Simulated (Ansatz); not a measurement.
Start from BN (space group P6_3/mmc, No. 194; a = 2.5005 Å, c = 6.4117 Å; layered, stacked along the Cartesian z axis).

The values are results of PBEsol-D3(BJ) (Ansatz, a quantum-chemistry and plane-wave program; PAW; 420 eV plane waves; spin-orbit coupling left out), not measurements.

Strains are applied to the cell and any free atomic positions relax.

One change was made to it. Results:

The width of the top valence band rises by 0.12 eV (3.30 eV → 3.42 eV); the pressure (mean of the normal stresses, compression positive) goes from zero to 4.74 GPa; the band gap increases by 0.01 eV (4.08 eV → 4.09 eV); the energy grows by 2.3 meV/atom.

Question: Name the change that was made.
A) isotropic strain −2.40 %
B) isotropic strain −0.60 %
C) isotropic strain −1.20 %

Answer: B, isotropic strain −0.60 %. For comparison, the energy relative to the base in the other runs: isotropic strain −2.40 % gives +38 meV/atom; isotropic strain −1.20 % gives +9.2 meV/atom.

No phonon test of stability was made.
